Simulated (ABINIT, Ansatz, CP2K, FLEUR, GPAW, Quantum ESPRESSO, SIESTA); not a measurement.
# Code comparison for WSi2 (I4/mmm, 3 atoms in the cell)

Self-consistent single point.

```xyz
3
Lattice="-1.6108 1.6108 3.9291 1.6108 -1.6108 3.9291 1.6108 1.6108 -3.9291" Properties=species:S:1:pos:R:3 pbc="T T T"
Si     0.0000     0.0000     5.2257
Si     0.0000     0.0000     2.6325
W      0.0000     0.0000     0.0000
```

Shared settings, as Ansatz (a quantum-chemistry and plane-wave program) writes them: kpoints.mp_grid.grid = 10 10 10; scf.occupations.method = fermi_dirac; scf.occupations.width = 0.136 eV. Potentials and cutoffs stand in the table.

```
code                                                                                                                                 model  pressure (GPa)  largest force (eV/Å)           cutoff
----------------  ------------------------------------------------------------------------------------------------------------------------  --------------  --------------------  ---------------
ABINIT                                                     LDA (PW92), norm-conserving pseudopotentials (PseudoDojo nc-sr-04 LDA standard)           -7.88                 0.035            35 Ha
FLEUR                                                         LDA (Perdew-Zunger), all-electron FLAPW (FLEUR), scalar-relativistic valence               –                 0.015  Kmax 4.4 1/bohr
Ansatz                                                                                         LDA (PW92), default PAW files made with PBE           -7.44                 0.030          default
CP2K                                                  LDA (Pade form), GPW, DZVP-MOLOPT-SR-GTH basis, GTH-PADE potentials (GTH_POTENTIALS)          -20.96                 0.218      grid 500 Ry
GPAW                                                                         LDA (Perdew-Wang 92), GPAW PAW datasets LDA (gpaw-data 1.0.1)           -6.94                 0.023           550 eV
SIESTA            LDA PW92, numerical atomic orbitals DZP, PseudoDojo LDA standard norm-conserving potentials (rewritten from UPF to PSML)           -5.73                 0.007      grid 350 Ry
Quantum ESPRESSO                                                    LDA (PW92), PseudoDojo standard norm-conserving (LDA) pseudopotentials           -7.88                 0.035            70 Ry
```

A dash marks a value that a program does not give, or that is left out as unsure.

On Ansatz's run: spin-orbit coupling is off. Spin polarisation is off.

The spread over the programs that give each value: pressure within 15.23 GPa; largest force within 0.211 eV/Å.

CP2K and SIESTA use small atom-centred bases, whose incompleteness enters pressures, forces and empty levels differently from a plane-wave cutoff. FLEUR treats all electrons, but the usual bases taken here (sphere radii, linearisation, local orbitals, empty states) were not tested for convergence, so the values are no reference for the others. Ansatz's pressure is given at a fixed set of plane waves, as the other plane-wave codes print theirs; with its correction for the finite basis it is -7.39 GPa. In the pressure, CP2K (by 13.30) and SIESTA (by 1.93) lie more than 1 GPa from the median of the plane-wave programs. In the force vectors, CP2K (by 0.185) lies more than 0.08 eV/Å from the median of the plane-wave programs.

The starting cell has typed, rounded lattice constants, without a prior relaxation at this level. Its lattice was rescaled by a random factor within 2.5 % of one.

Left out of this page: Elk (not drawn, or without a comparable value).

Keys are those of Ansatz 0.2.
